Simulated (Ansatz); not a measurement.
The cell is built on a prototype and need not be the phase stable at ambient conditions.

By PBEsol, the system below comes out a metal.

Here is the system:

```
CELL_PARAMETERS angstrom
      3.27030     0.00000     0.00000
      0.00000     3.27030     0.00000
      0.00000     0.00000     3.27030
ATOMIC_POSITIONS crystal
  Sc 0.00000 0.00000 0.00000
  Si 0.50000 0.50000 0.50000
```

Space group of this cell: Pm-3m, CsCl type. The cell was relaxed by PBE-D3(BJ); by PBEsol its mean pressure is 0.9 GPa.

The current flows along the normal of the first two printed cell vectors. No spin-orbit coupling; the value is a mean over 0.1 eV about the Fermi level.

Question: Give the ballistic conductance per area that PBEsol in Ansatz (a program for electronic structure) yields.

Answer: 0.93 × 10¹⁵ S/m² for both spins.
